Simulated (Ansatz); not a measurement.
Response to strain in SnS2

The reference is SnS$_{2}$ in the CdI2 type structure (space group P-3m1, No. 164; layered, stacked along the Cartesian z axis).

```
CELL_PARAMETERS angstrom
      3.62596     0.00000     0.00000
     -1.81298     3.14018     0.00000
      0.00000     0.00000     5.57353
ATOMIC_POSITIONS crystal
  Sn 0.00000 0.00000 0.00000
  S  0.33333 0.66667 0.26441
  S  0.66667 0.33333 0.73559
```

Cartesian axes are those of the cell as printed.

Strains are applied to the cell and any free atomic positions relax; under biaxial strain the out-of-plane vector relaxes too.

All numbers come from PBEsol-D3(BJ) (Ansatz, a quantum-chemistry and plane-wave program; PAW; 420 eV plane waves; no spin-orbit coupling), earlier PAW set.

Candidates:
(a) biaxial strain −4.91 %, plane normal [001], relaxed out of plane
(b) biaxial strain +0.57 %, plane normal [001], relaxed out of plane
(c) isotropic strain +0.35 %
(d) strain tensor (xx, yy, zz, yz, xz, xy) = (−0.89, −2.30, +1.19, +0.90, −1.93, +0.04) %
(e) uniaxial strain ε_zz = +3.53 %

Before the change:

```
Item        Value
--------  -------
Band gap  0.96 eV
```

Problem. Order them by band gap, lowest first.

Solution. (b) biaxial strain +0.57 %, plane normal [001], relaxed out of plane (0.91 eV), (c) isotropic strain +0.35 % (0.97 eV), (d) strain tensor (xx, yy, zz, yz, xz, xy) = (−0.89, −2.30, +1.19, +0.90, −1.93, +0.04) % (1.01 eV), (a) biaxial strain −4.91 %, plane normal [001], relaxed out of plane (1.06 eV), (e) uniaxial strain ε_zz = +3.53 % (1.18 eV)

Stability against distortions was not tested.
